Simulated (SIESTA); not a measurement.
Band structure of CuI (F-43m, 2 atoms in the cell).

```yaml
crystal:
  lattice:
    - [0.00000, 3.02500, 3.02500]
    - [3.02500, 0.00000, 3.02500]
    - [3.02500, 3.02500, 0.00000]
  atoms:
    - { symbol: Cu, position: [0.00000, 0.00000, 0.00000] }
    - { symbol: I, position: [0.25000, 0.25000, 0.25000] }
```

Computed with GGA PBE, numerical atomic orbitals DZP, PseudoDojo PBE standard norm-conserving potentials (rewritten from UPF to PSML) run with SIESTA.

Settings: XC.functional = GGA; XC.authors = PBE; potentials = PseudoDojo PBE standard; PAO.BasisSize = DZP; PAO.EnergyShift = 0.005 Ry; MeshCutoff = 350 Ry; kgrid.MonkhorstPack = 5 5 5; OccupationFunction = FD; ElectronicTemperature = 10 meV; MaxSCFIterations = 150; SCF.Mixer.Method = Broyden; SCF.Mixer.Weight = 0.25; SCF.Mixer.History = 6; SCF.DM.Tolerance = 1.0E-05.

The starting cell has typed, rounded lattice constants, without a prior relaxation at this level. Spin-orbit coupling is off. Values carry the incompleteness of an atom-centred basis.

Task: Predict the gap along the standard path and the places of the band edges.

Result: The gap along the path is 1.96 eV, direct at Γ to within 0.01 eV.

Levels in eV from the top of the valence band on the path, bands 10 to 14:
```
point     10     11     12     13    14
-----  -----  -----  -----  -----  ----
Γ      -1.92   0.00   0.00   0.00  1.96
X      -1.82  -1.80  -1.54  -1.54  2.94
W      -1.96  -1.80  -1.66  -1.30  4.83
K      -1.87  -1.77  -1.55  -1.28  3.44
L      -1.88  -1.82  -0.73  -0.73  2.74
U      -1.87  -1.77  -1.55  -1.28  3.44
```

Higher empty bands are left out: an atom-centred basis made for the valence describes them poorly.
